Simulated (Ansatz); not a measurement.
Faces of fcc Pd, relaxed in 1x1 cells (a = 3.944 Å):

Calculation: PBE (plane waves to 420 eV, PAW; Ansatz, a quantum-chemistry and plane-wave program).

| face | γ (J/m²) |
|---|---|
| (100) | 1.54 |
| (110) | 1.60 |
| (111) | 1.37 |
| (210) | 1.65 |
| (211) | 1.54 |
| (221) | 1.50 |
| (310) | 1.65 |
| (320) | 1.65 |

Question: In the Wulff construction from these faces alone, which appear on the equilibrium crystal, and with what shares of the area?

Answer: (111) 44 %, (221) 20 %, (100) 18 %, (211) 15 %, (210) 2 %, (310) 1 %. Cut off by their neighbours: (110), (320). (110) misses by under 0.01 J/m². (320) misses by under 0.01 J/m². The area-weighted mean is 1.46 J/m².
